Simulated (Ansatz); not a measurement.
Take SnO in the litharge type structure (space group P4/nmm, No. 129; layered, stacked along the Cartesian z axis) as the base.

```
SnO
1.0
    3.77006     0.00000     0.00000
    0.00000     3.77006     0.00000
    0.00000     0.00000     4.55986
Sn O
2 2
Direct
  0.50000   0.00000   0.25348
  0.00000   0.50000   0.74652
  0.00000   0.00000   0.00000
  0.50000   0.50000   0.00000
```

The values are results of Ansatz (a program for electronic structure), PBEsol-D3(BJ), PAW, cutoff 420 eV, without spin-orbit coupling, not measurements.

Free-standing slabs (4 atom(s) a layer) normal to the stacking axis with 15 Å of vacuum; in-plane cell relaxed.

One change was made to it. Results:

The band gap changes from zero to 0.68 eV; the gap character amounts to indirect, k = (0.083, 0.083, 0) in the run's primitive reciprocal basis → M; the shortest interatomic distance goes up by 0.004 Å to 2.215 Å; the excess energy per area of both faces (slab less bulk energy over the cell's area: twice a surface energy) comes out as 0.9 J/m² (uncertain by up to 0.09 J/m²).

Problem. Which of these changes matches the shifts?
(A) 3 layers
(B) 2 layers
(C) 1 layer

Solution. B, 2 layers. For comparison, the band gap in the other runs: 3 layers gives 0.08 eV; 1 layer gives 3.01 eV.

The excess energy carries the mismatch between the slab's and the bulk's meshes. Stability against distortions was not tested. All final runs are without spin polarisation. A zero or small gap of SnO can be the functional's error rather than a property of the material.
